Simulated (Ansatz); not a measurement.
## C axis length of ZrSi (model structure, started from the NbAs type, I4₁md, No. 109, 4 atoms in the cell) at several levels of theory

No measured value is used here.

| level (code) | value (Å) |
|---|---|
| PBE (Ansatz) | 13.704 |
| PBEsol (Ansatz) | (withheld) |
| PBE-D3(BJ) (Ansatz) | 13.620 |

**Question.** Some entries are withheld; supply them.

**Answer.** 
- PBEsol (Ansatz, an electronic-structure program), value (Å): 13.638

Ansatz's density-functional and Hartree–Fock values are scalar-relativistic unless marked +SOC, with PAW data made under PBE.

A model structure was made by putting elements into a prototype or built by hand; it is no filed structure, need not be a known phase, and can be a saddle point held by its symmetry.
